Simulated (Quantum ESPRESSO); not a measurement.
Troubleshooting Quantum ESPRESSO: a failed run on KCl (Fm-3m, 2 atoms in the cell). The aim is a self-consistent single point with DFT, PBE, plane waves, PSlibrary PAW (PBE, semicore) pseudopotentials.

The input file:

```fortran
&CONTROL
   calculation = 'scf',
   prefix = 'KCl',
   outdir = './out',
   pseudo_dir = './',
   verbosity = 'high',
   tprnfor = .true.,
   tstress = .true.,
/
&SYSTEM
   ibrav = 2,
   celldm(1) = 12.03247961,
   nat = 2,
   ntyp = 2,
   ecutwfc = 50,
   ecutrho = 350,
   occupations = 'fixed',
   nbnd = 16,
/
&ELECTRONS
   conv_thr = 1.0d-10,
   mixing_beta = 0.4,
/
ATOMIC_SPECIES
K     39.0983  K.pbe-spn-kjpaw_psl.1.0.0.UPF
Cl    35.4500  Cl.pbe-nl-kjpaw_psl.1.0.0.UPF
ATOMIC_POSITIONS {crystal}
K     0.00000000    0.00000000    0.00000000
Cl1    0.50000000    0.50000000    0.50000000
K_POINTS {automatic}
7 7 7  0 0 0
```

Log, with long lists cut:

```
     This program is part of the open-source Quantum ESPRESSO suite
     for quantum simulation of materials; please cite

 %%%%%%%%%%%%%%%%%%%%%%%%%%%%%%%%%%%%%%%%%%%%%%%%%%%%%%%%%%%%%%%%%%%%%%%%%%%%%%
     Error in routine read_cards (2):
     species Cl1 in ATOMIC_POSITIONS is nonexistent
 %%%%%%%%%%%%%%%%%%%%%%%%%%%%%%%%%%%%%%%%%%%%%%%%%%%%%%%%%%%%%%%%%%%%%%%%%%%%%%

     stopping ...
```

**Question.** From the messages shown, name the fault and mend the input.

**Answer.** The fault is an atom label that is not in the list of species. Labels in the positions must match the species card. To fix it, correct the label. The program stopped before any SCF iteration.

An input that runs soundly differs in these lines (not the only fix; some lines may just follow from the change or write a value another way):
```diff
-Cl1    0.50000000    0.50000000    0.50000000
+Cl    0.50000000    0.50000000    0.50000000
```

With that input, the run converged in 9 iterations: free energy E − TS -2620.8926 eV; top of the valence band (on the code's own zero) 0.67 eV; gap on the k-point mesh 5.07 eV; pressure -0.01 GPa (DFT, PBE, plane waves, PSlibrary PAW (PBE, semicore) pseudopotentials).

On the sound input: the starting cell comes from a database of computed structures (which also holds hypothetical and non-ambient phases and stackings), without a prior relaxation at this level. Its lattice was rescaled by a random factor within 2.5 % of one.
